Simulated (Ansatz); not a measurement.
Data:

```
CELL_PARAMETERS angstrom
      4.70983     0.00000     0.00000
      0.00000     4.70983     0.00000
      0.00000     0.00000     4.70983
ATOMIC_POSITIONS crystal
  La 0.00000 0.00000 0.00000
  In 0.50000 0.00000 0.50000
  In 0.00000 0.50000 0.50000
  In 0.50000 0.50000 0.00000
```

Calculation: PBEsol, DFPT electron-phonon coupling, linearised Boltzmann equation (plane waves, PAW, scalar-relativistic; Ansatz, an electronic-structure program). Geometry: relaxed with this functional, without spin-orbit coupling.

**Question.** Estimate the phonon-limited resistivity at 300 K, by direction if it differs.

**Answer.** 15.8 μΩ·cm.

A metal at this level (no band gap). Only scattering by harmonic phonons is included (no impurities, grain boundaries, electron-electron scattering or thermal expansion). Spin-orbit coupling is left out. Halving the electron mesh (20x20x20) moves the resistivity by up to 4 % at 300 K. Smearing 0.20 eV; phonons on a 3x3x3 q mesh, which this run doesn't test.
